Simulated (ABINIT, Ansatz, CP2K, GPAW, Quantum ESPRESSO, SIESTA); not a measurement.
## Be (P6_3/mmc, 2 atoms in the cell) computed with different codes at matched settings

Self-consistent single point.

```xyz
2
Lattice="2.2390 0.0000 0.0000 -1.1195 1.9390 0.0000 0.0000 0.0000 3.5334" Properties=species:S:1:pos:R:3 pbc="T T T"
Be     0.0000     1.2927     2.6500
Be     1.1195     0.6463     0.8833
```

All programs got the same cell, k-point mesh and kind of occupations (in Ansatz's words: kpoints.mp_grid.grid = 13 13 8; scf.occupations.method = fermi_dirac; scf.occupations.width = 0.05 eV); potentials, basis and cutoffs are each program's usual ones.

| code | model | pressure (GPa) | k-points | cutoff |
|---|---|---|---|---|
| CP2K | PBE, GPW, DZVP-MOLOPT-PBE-GTH basis, GTH-PBE potentials (POTENTIAL_UZH) | 4.97 | 677 | grid 650 Ry |
| ABINIT | PBE, norm-conserving pseudopotentials (PseudoDojo nc-sr-05 PBE standard) | 4.98 | 105 | 88 Ry |
| Ansatz | PBE, PAW files | 3.93 | 105 | 420 eV |
| Quantum ESPRESSO | PBE, PseudoDojo standard norm-conserving (PBE) pseudopotentials | 5.02 | 105 | 90 Ry |
| GPAW | PBE, GPAW PAW datasets PBE (gpaw-data 1.0.1) | 5.82 | 105 | 850 eV |
| SIESTA | GGA PBE, numerical atomic orbitals DZP, PseudoDojo PBE standard norm-conserving potentials (rewritten from UPF to PSML) | 5.53 | 683 | grid 400 Ry |

The spread over the programs that give each value: pressure within 1.89 GPa.

The starting cell comes from a database of computed structures (which also holds hypothetical and non-ambient phases and stackings), without a prior relaxation at this level. Its lattice was rescaled by a random factor within 2.5 % of one. On Ansatz's run: In the base run, with a pressure of about 4 GPa the cell is away from its equilibrium volume at this level.

**Question.** Why do the programs differ, and what cannot be compared?

**Answer.** Differences of this kind can come from the potentials, where these differ, and from what each basis and cutoff leave unconverged. The valence holds different numbers of electrons (CP2K 8, ABINIT 8, Ansatz (a first-principles code) 4, Quantum ESPRESSO 8, GPAW 4, SIESTA 8). The zero of total energies and Fermi levels follows the potentials and each program's conventions, so they are not compared here. CP2K and SIESTA use small atom-centred bases, whose incompleteness enters pressures, forces and empty levels differently from a plane-wave cutoff. Ansatz's pressure is given at a fixed set of plane waves, as the other plane-wave codes print theirs; with its correction for the finite basis it is 3.97 GPa. The programs reduce the same mesh by symmetry to different extents, which changes the work and not the result. In the pressure, Ansatz (by 1.07) lies more than 1 GPa from the median of the plane-wave programs.

Left out of this page: Elk and FLEUR (not drawn, or without a comparable value).

Keys are those of Ansatz 0.2.
